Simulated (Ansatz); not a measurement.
A relaxation of the atoms of Rb (P1, 4 atoms in the cell) with Ansatz (a first-principles code).

Method of the run: LDA (PW92), default PAW files made with PBE (plane waves; Ansatz).

The change in words: one atom moved by 0.15 angstrom; relax: default → atoms; relax.f_tol: default → 0.2 eV/Å. Reference geometry:
```yaml
crystal:
  lattice:
    - [0.00000, 8.88095, 8.88959]
    - [2.45851, 0.00000, 8.88959]
    - [2.45851, 8.88095, 0.00000]
  atoms:
    - { symbol: Rb, position: [0.12998, 0.87002, 0.12998] }
    - { symbol: Rb, position: [0.87002, 0.12998, 0.87002] }
    - { symbol: Rb, position: [0.12002, 0.37998, 0.12002] }
    - { symbol: Rb, position: [0.37998, 0.12002, 0.37998] }
```

Reference input (self-consistent single point, DFT, LDA (PW92), plane waves, default PAW files made with PBE): basis.ecutwfc = 420 eV; kpoints.mp_grid.grid = 5 5 5; hamiltonian.xc = lda; hamiltonian.pseudopotentials = {kind: paw} (the program's default PAW files); scf.occupations.method = gaussian; scf.occupations.width = 0.1 eV. This run's input differs from it in these lines:

```diff
@@ -7,3 +7,3 @@
   atoms:
-    - { symbol: Rb, position: [0.129980, 0.870020, 0.129980] }
+    - { symbol: Rb, position: [0.138417, 0.878457, 0.121543] }
     - { symbol: Rb, position: [0.870020, 0.129980, 0.870020] }
@@ -20,2 +20,4 @@
   occupations: { method: gaussian, width: 0.1 eV }
+relax:
+  f_tol: 0.2
 output:
```

Output, abridged:

```
   [... SCF lines of the steps left out ...]
relax step   1: F+E_penalty+E_count = -12682.71503797 eV  Δ(F+E_penalty+E_count) = +0.000e0 eV  max|allowed force component| = 4.396e-2 eV/Å  Δτ_max = 0.0000 Å  (6 SCF iters, dr2 threshold 1.00e-4 eV, accepted)
relax step   2: F+E_penalty+E_count = -12682.71503805 eV  Δ(F+E_penalty+E_count) = -8.311e-8 eV  max|allowed force component| = 4.398e-2 eV/Å  Δτ_max = 0.0000 Å  (3 SCF iters, accepted)
relax step   3: F+E_penalty+E_count = -12682.71593958 eV  Δ(F+E_penalty+E_count) = -9.015e-4 eV  max|allowed force component| = 3.969e-2 eV/Å  Δτ_max = 0.0129 Å  (5 SCF iters, accepted)
relax step   4: F+E_penalty+E_count = -12682.72170451 eV  Δ(F+E_penalty+E_count) = -5.765e-3 eV  max|allowed force component| = 2.144e-2 eV/Å  Δτ_max = 0.1700 Å  (7 SCF iters, accepted)
Free energy (F): -12682.721705 eV
Internal energy: -12682.697913 eV  (E = F + TS)
E sigma→0 (E₀):  -12682.709809 eV
Entropy (-TS):   -0.023791 eV (-5.948 meV/atom)
Fermi energy:    1.478375 eV
--- Forces (eV/Å), atoms counted from 1 ---
  atom   1  Rb     0.00158646    -0.00319298     0.02143678
  atom   2  Rb    -0.00093435     0.00347137    -0.01409882
  atom   3  Rb    -0.00159119     0.00321961     0.00132545
  atom   4  Rb     0.00093964    -0.00349823    -0.00866420
--- Stress (GPa, compression-positive) ---
       -0.384515      -0.007588      -0.000651
       -0.007588      -0.411187       0.000272
       -0.000651       0.000272      -0.374560
  P = ⅓ Tr σ = -0.3901 GPa (-3.901 kbar)
  The stress holds the Pulay correction. Without it, at fixed plane waves, as pw.x and ABINIT print it: P = -0.3908 GPa
   [... lines left out ...]
  atoms:
    - { symbol: Rb, position: [0.15177621526614504, 0.866943064691919, 0.11238355998674843] }
    - { symbol: Rb, position: [0.8665600178146846, 0.12268250176438411, 0.8696371782682732] }
    - { symbol: Rb, position: [0.11727955222457051, 0.4020472241086396, 0.1186092213174883] }
    - { symbol: Rb, position: [0.3728212146946001, 0.11676420943505711, 0.39093304042749016] }
```

The run converged.  The full log also holds: “iter 5 did not close the SCF: its close was put off for the readings that it lacked (scf_convergence_deferred on its scf_iter line)”.

Summary of the result:
```
Quantity                                                  Value
-----------------------------------------------  --------------
Free energy E − TS (on the zero of these files)  -12682.7217 eV
Fermi level (on the code's own zero)                    1.48 eV
Pressure                                              -0.39 GPa
Largest force (vector length)                        0.022 eV/Å
Relaxation steps                                              4
```

The starting cell comes from a database of computed structures (which also holds hypothetical and non-ambient phases and stackings), without a prior relaxation at this level. Its lattice was rescaled by up to half a per cent. For this run, on top of that: one atom moved by 0.15 angstrom. Ansatz's pressure includes its estimate of the finite-basis (Pulay) stress.

Cost on one core of a shared machine: roughly 3 min.

Keys are those of Ansatz 0.2.
